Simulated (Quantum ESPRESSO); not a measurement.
**Energy against c/a at fixed volume: hcp Hf (space group 194) (Quantum ESPRESSO, PBE)**

```xyz
2
Lattice="3.2387 0.0000 0.0000 -1.6193 2.8048 0.0000 0.0000 0.0000 4.9220" Properties=species:S:1:pos:R:3 pbc="T T T"
Hf     1.6193     0.9349     3.6915
Hf     0.0000     1.8698     1.2305
```

Level of theory: PBE, PSlibrary PAW (PBE) pseudopotentials (plane waves; Quantum ESPRESSO). Settings: ecutwfc = 72 Ry; ecutrho = 432 Ry; occupations = smearing; smearing = fd; degauss = 0.0036749 Ry; potentials = {Hf: Hf.pbe-spn-kjpaw_psl.1.0.0.UPF}; K_POINTS = automatic 24 24 14 0 0 0; conv_thr = 1e-10 Ry; mixing_beta = 0.7. The cell above is the first row's. The rows change c/a at fixed volume. In all rows fractional positions and the k mesh are held. E is the free energy at the stated smearing, counted from the lowest row.

```csv
c/a,E (meV/atom)
1.5197,8.63
1.5356,4.56
1.5514,1.80
1.5672,0.28
1.5831,0.00
1.5989,0.90
1.6147,2.92
1.6306,6.01
1.6464,?
```

Using a cubic, estimate the missing E at c/a = 1.6464 from the other rows, showing the fit.

With u = c/a - 1.58, the rows have u = -0.06030, -0.04440, -0.02860, -0.01280, 0.00310, 0.01890, 0.03470, 0.05060. Least squares gives E = -0.030 + 5.19·u + 2355.4·u² - 1895·u³. Residuals (row less fit): -0.007, 0.011, 0.007, -0.013, -0.009, 0.003, 0.013, -0.008; standard error 0.013 (degrees of freedom: 4). The fitted curve has its minimum at c/a = 1.58, where E = -0.03. To one more digit the minimum is at c/a = 1.579; the ideal close-packed ratio is 1.633. At the withheld row, u = 0.06640, so E = -0.030 + 5.19 × 0.06640 + 2355.4 × 0.06640² - 1895 × 0.06640³ = 10.145 meV/atom. The calculation gives 10.14 meV/atom, which the fit meets to the printed digits. The row lies outside the fitted rows, so this is an extrapolation. From the scatter of the fitted rows alone, a prediction at this place has a standard error of 0.036 meV/atom, so the miss is 0.1 times that.

Carrying the step between the two nearest rows on in a straight line would have given 9.08, off by 1.06; series whose last step already gives the withheld value aren't shown. The reference cell has the volume at which an earlier scan in this program and functional put its minimum by a fit; axis ratios and inner coordinates come from a measured-size cell. The runs keep the symmetry of the cell, so they don't test it for distortions. The best c/a moves a little with volume. Spin-orbit coupling is off. In metals such curves are sensitive to mesh and smearing. Cutoffs and mesh are single choices, not tested for convergence of this quantity. Series with a scatter that would blur these digits, or in which a gap closes, are not shown. Strain series were run only where this level's volume lies within 10 % of a first guess from the measured size.
